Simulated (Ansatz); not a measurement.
Reference: RbCl (Pm-3m), PBEsol, rigid bands (plane waves, PAW, scalar-relativistic; Ansatz, an electronic-structure program); geometry: cell and atoms relaxed with PBEsol.

```yaml
crystal:
  lattice:
    - [3.88706, 0.00000, 0.00000]
    - [0.00000, 3.88706, 0.00000]
    - [0.00000, 0.00000, 3.88706]
  atoms:
    - { symbol: Rb, position: [0.00000, 0.00000, 0.00000] }
    - { symbol: Cl, position: [0.50000, 0.50000, 0.50000] }
```

band gap: 4.94 eV
electron conductivity mass: 0.37 mₑ
Seebeck coefficient, n-type 1e19 cm⁻³: -176 μV/K

### Question
Replace Rb by Cs on the same sites and relax. What happens?

### Answer
CsCl (Pm-3m): volume per atom 29.4 to 33.7 Å³; band gap rises (4.94 eV to 5.23 eV); electron conductivity mass rises (0.37 mₑ to 0.57 mₑ); Seebeck coefficient, n-type 1e19 cm⁻³ rises in size (-176 μV/K to -321 μV/K).

### Question
Swap Rb for K, keeping the structure type. How do these values move?

### Answer
KCl (Pm-3m): volume per atom 29.4 to 26.1 Å³; band gap stays about the same (4.94 eV to 4.96 eV); electron conductivity mass rises (0.37 mₑ to 0.40 mₑ); Seebeck coefficient, n-type 1e19 cm⁻³ rises in size (-176 μV/K to -185 μV/K).

### Question
Replace Cl by Br on the same sites and relax. What happens?

### Answer
RbBr (Pm-3m): volume per atom 29.4 to 33.8 Å³; band gap falls (4.94 eV to 4.04 eV); electron conductivity mass falls (0.37 mₑ to 0.31 mₑ); Seebeck coefficient, n-type 1e19 cm⁻³ falls in size (-176 μV/K to -159 μV/K).

Moves up to 5 % count as about the same. Masses are for dilute carriers at 300 K, harmonic means over directions unless an axis is named. Seebeck coefficients are for the stated density at 300 K, with one relaxation time for all states and whether or not that doping can be reached. Spin-orbit coupling is left out.

Computed structure with no diffraction record at hand here (it may be known, metastable or hypothetical): KCl (Pm-3m), RbBr (Pm-3m), RbCl (Pm-3m).
